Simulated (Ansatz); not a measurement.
Results of PBE-D3(BJ) (Ansatz, a program for electronic structure, plane waves, PAW) for 1T (CdI2-type) PtTe2.

Run with plane-wave cutoff 520 eV, 12×12×8 k mesh (along the axes of the cell as run), Fermi–Dirac smearing 0.1 eV, perturbation theory, scalar-relativistic PAW data made under PBE.

Computed at the level's own relaxed cell.

Harmonic phonon frequencies (cm⁻¹; i marks an imaginary mode):

| q point | frequencies |
|---|---|
| Γ | 0 0 0 103 103 155 160 170 170 |
| M | 83 87 105 112 114 151 155 163 174 |
| K | 80 97 97 106 106 155 155 160 160 |
| A | 46 46 63 120 120 146 165 174 174 |

No imaginary mode appears at these points.

Note: the dispersion coefficients are held fixed in the derivatives.
